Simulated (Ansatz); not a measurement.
**Fermi-surface data of NiSi2 (Fm-3m)**

Consider the following.

```yaml
crystal:
  lattice:
    - [0.00000, 2.70666, 2.70666]
    - [2.70666, 0.00000, 2.70666]
    - [2.70666, 2.70666, 0.00000]
  atoms:
    - { symbol: Si, position: [0.25000, 0.25000, 0.25000] }
    - { symbol: Si, position: [0.75000, 0.75000, 0.75000] }
    - { symbol: Ni, position: [0.00000, 0.00000, 0.00000] }
```

Computed with PBEsol, rigid bands (plane waves, PAW, scalar-relativistic; Ansatz, a quantum-chemistry and plane-wave program). Condition of this run: hydrostatic pressure -2 GPa (the target of the relaxation). Cell: cell and atoms relaxed with PBEsol, then loaded as said.

The density of states at the Fermi level is 0.876 states/(eV·cell), both spins. The bare Sommerfeld coefficient is 0.69 mJ/(mol of atoms·K²) and the drude plasma energy is 5.6 eV. The root-mean-square Fermi velocity comes out as 7.3e5 m/s and the resistivity times τ is 15.7 ×10⁻²² Ω·m·s.

A metal at this level (no band gap); rigid bands, thermally averaged at 300 K, both spins. Spin-orbit coupling is left out. τ is one relaxation time for all states.

Treated as nonmagnetic (a ferromagnetic start lost its moment, other orders weren't tried): NiSi2 (Fm-3m).
